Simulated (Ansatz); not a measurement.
The starting structures come from a database of crystals and need not be the phases stable at ambient conditions.

 Where the default PAW files enter, the runs use the earlier of Ansatz's two default sets.

```
CELL_PARAMETERS angstrom
      3.90929     0.00000     0.00000
      0.00000     3.90929     0.00000
      0.00000     0.00000     5.52212
ATOMIC_POSITIONS crystal
  Zn 0.50000 0.00000 0.76306
  Zn 0.00000 0.50000 0.23694
  Se 0.00000 0.00000 0.50000
  S  0.50000 0.50000 0.00000
```

Space group of this cell: P-4m2. The cell is taken as given.

Level of theory: r2SCAN (plane waves, PAW; Ansatz, a program for electronic structure).

The current runs along the normal of the first two printed vectors; no spin-orbit coupling. Scaled by the factor s: all lengths (ions clamped). Meshes 8×8×6 and 8×8 across the current in all rows.

```
s     mean pressure (GPa)  slowest mid-gap decay constant κ (1/Å)
----  -------------------  --------------------------------------
0.98                  5.0                                       ?
1.00                  0.1                                   0.153
1.02                 -3.7                                   0.140
```

**Question.** Take the slope of the slowest mid-gap decay constant κ against ln s from the two given rows, extrapolate to s = 0.98, and say what the run there gives.

**Answer.** Slope = (0.140 − 0.153) / ln 1.02 = -0.656 1/Å. The line gives 0.153 + (-0.656) × ln 0.98 = 0.166 1/Å. The run gives 0.167 1/Å, 0.001 1/Å over the line, 6 % of the predicted step.
